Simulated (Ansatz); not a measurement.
The starting structures come from a database of crystals and need not be the phases stable at ambient conditions.

Crystal: BaNiF₆ (R-3m, not sure to be the ambient phase, 8 atoms a cell, 13.5 Å³ an atom); planes in its conventional cell.

Calculation: r2SCAN (plane waves, PAW; Ansatz, a program for electronic structure).

The gap is the functional's own. No spin-orbit coupling. Mid-gap values are interpolated on the energy grid.

```json
[
 {"plane": "(001)", "area of the cell (Å²)": "46.3", "mid-gap κ (1/Å)": "0.55", "largest κ in the gap (1/Å)": "0.55"},
 {"plane": "(100)", "area of the cell (Å²)": "51.0", "mid-gap κ (1/Å)": "?", "largest κ in the gap (1/Å)": "?"}
]
```

Question: The slowest decay depends on the direction. Supply the withheld values.

Answer: 
- (100), mid-gap κ (1/Å): 0.40
- (100), largest κ in the gap (1/Å): 0.41
